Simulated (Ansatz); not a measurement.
System: ZrTeSe (P4/nmm, No. 129, 6 atoms in the cell; start mp-1120787). Method: PBE (PAW; Ansatz, a program for electronic structure).

Settings: plane-wave cutoff 520 eV, 8×8×6 k mesh (along the axes of the cell as run), Fermi–Dirac smearing 0.01 eV, scalar-relativistic PAW data made under PBE.

Cell (relaxed at this level):

```cif
data_Se2Te2Zr2
_chemical_formula_sum 'Zr2 Te2 Se2'
_space_group_name_H-M_alt 'P4/nmm :1'
_space_group_IT_number 129
_space_group_name_Hall 'P 4ab 2ab -1ab'
_cell_length_a 4.59965
_cell_length_b 4.59965
_cell_length_c 7.24730
_cell_angle_alpha 90.000
_cell_angle_beta 90.000
_cell_angle_gamma 90.000
loop_
_space_group_symop_operation_xyz
  'x, y, z'
  '-y+1/2, x+1/2, z'
  '-x, -y, z'
  'y+1/2, -x+1/2, z'
  'x+1/2, -y+1/2, -z'
  '-y, -x, -z'
  '-x+1/2, y+1/2, -z'
  'y, x, -z'
  '-x+1/2, -y+1/2, -z'
  'y, -x, -z'
  'x+1/2, y+1/2, -z'
  '-y, x, -z'
  '-x, y, z'
  'y+1/2, x+1/2, z'
  'x, -y, z'
  '-y+1/2, -x+1/2, z'
loop_
_atom_site_label
_atom_site_type_symbol
_atom_site_symmetry_multiplicity
_atom_site_Wyckoff_symbol
_atom_site_fract_x
_atom_site_fract_y
_atom_site_fract_z
_atom_site_occupancy
Zr1 Zr 2 c 0.50000 0.00000 0.25840 1
Te1 Te 2 a 0.00000 0.00000 0.00000 1
Se1 Se 2 c 0.00000 0.50000 0.37229 1
```

Task: Estimate the band gap, smallest direct gap on the k points sampled and Γ–Γ gap that the calculation returns.

Result: 
- band gap: 0.14 eV
- smallest direct gap on the k points sampled: 0.60 eV
- Γ–Γ gap: 0.92 eV

Spin–orbit coupling is not included; it can close the smallest gap of 0.14 eV.

Computed values are for the static lattice.

The result took around 110 core-seconds (rough).

A start named mp-… is a Materials Project structure, which need not be a measured phase.
